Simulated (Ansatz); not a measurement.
SrLaAlO4 (I4mm, No. 107, 7 atoms in the cell; start mp-1218184)

The numbers are results of HSE06+SOC in Ansatz (plane waves, PAW), not measurements.

Numerical settings: plane-wave cutoff 460 eV, 8×8×8 k mesh, Fermi–Dirac smearing 0.01 eV, PAW data made under PBE.

Cell (relaxed with PBEsol):

```
AlLaSrO4
1.0
   -1.87655     1.87655     6.20625
    1.87655    -1.87655     6.20625
    1.87655     1.87655    -6.20625
Sr La Al O
1 1 1 4
Direct
  0.64220   0.64220   0.00000
  0.35821   0.35821   0.00000
  0.00505   0.00505   0.00000
  0.83883   0.83883   0.00000
  0.16392   0.16392   0.00000
  0.99590   0.49590   0.50000
  0.49590   0.99590   0.50000
```

```
Property                                                                     Result
-------------------------------------------  --------------------------------------
band gap                                     4.55 eV (on the SCF k mesh) (indirect)
smallest direct gap on the k points sampled                                 4.75 eV
direct gap at Γ                                                             5.41 eV
```

Note: cell and atoms aren't relaxed at this level (largest force component 0.10 eV/Å, pressure 1.2 GPa).

A start named mp-… is a Materials Project structure, which need not be a measured phase.

Ansatz is an electronic-structure program.
